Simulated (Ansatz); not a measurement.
System: ZnS (P3m1, No. 156, 36 atoms in the cell; start mp-556152; a measured phase of this formula has another space group). Method: LDA in Ansatz (plane waves, PAW).

Settings: plane-wave cutoff 520 eV, 12×12×1 k mesh (along the axes of the cell as run), Fermi–Dirac smearing 0.01 eV, scalar-relativistic PAW data made under PBE.

Cell (relaxed at this level):

```xyz
36
Lattice="3.7434 0.0000 0.0000 -1.8717 3.2419 0.0000 0.0000 0.0000 55.0933" Properties=species:S:1:pos:R:3 pbc="T T T"
Zn     0.0000     0.0000     9.1814
Zn     1.8717     1.0806    15.3028
Zn     0.0000     0.0000    21.4255
Zn     0.0000     2.1613    18.3680
Zn     0.0000     2.1613     3.0641
Zn     0.0000     2.1613    33.6706
Zn     1.8717     1.0806     6.1227
Zn     0.0000     0.0000     0.0066
Zn     1.8717     1.0806    24.4841
Zn     0.0000     2.1613    12.2399
Zn     0.0000     0.0000    30.6055
Zn     0.0000     0.0000    39.7907
Zn     1.8717     1.0806    42.8559
Zn     1.8717     1.0806    52.0347
Zn     0.0000     2.1613    45.9134
Zn     1.8717     1.0806    36.7279
Zn     0.0000     2.1613    27.5426
Zn     0.0000     0.0000    48.9718
S      1.8717     1.0806    39.0208
S      0.0000     2.1613    48.2066
S      0.0000     2.1613    29.8355
S      0.0000     0.0000     2.2987
S      1.8717     1.0806    26.7774
S      0.0000     0.0000    51.2647
S      0.0000     0.0000    32.9035
S      1.8717     1.0806     8.4160
S      0.0000     2.1613     5.3573
S      1.8717     1.0806    54.3327
S      1.8717     1.0806    45.1480
S      0.0000     0.0000    23.7187
S      0.0000     2.1613    14.5328
S      0.0000     2.1613    35.9627
S      0.0000     2.1613    20.6601
S      0.0000     0.0000    42.0887
S      1.8717     1.0806    17.6008
S      0.0000     0.0000    11.4747
```

Question: Give the computed band gap.

Answer: 
* **band gap**: 2.14 eV (direct)

The computed numbers hold no vibrational or temperature effects.

It cost roughly 11 core-minutes of CPU time.

A start named mp-… is a Materials Project structure, which need not be a measured phase.

Ansatz is a quantum-chemistry and plane-wave program.
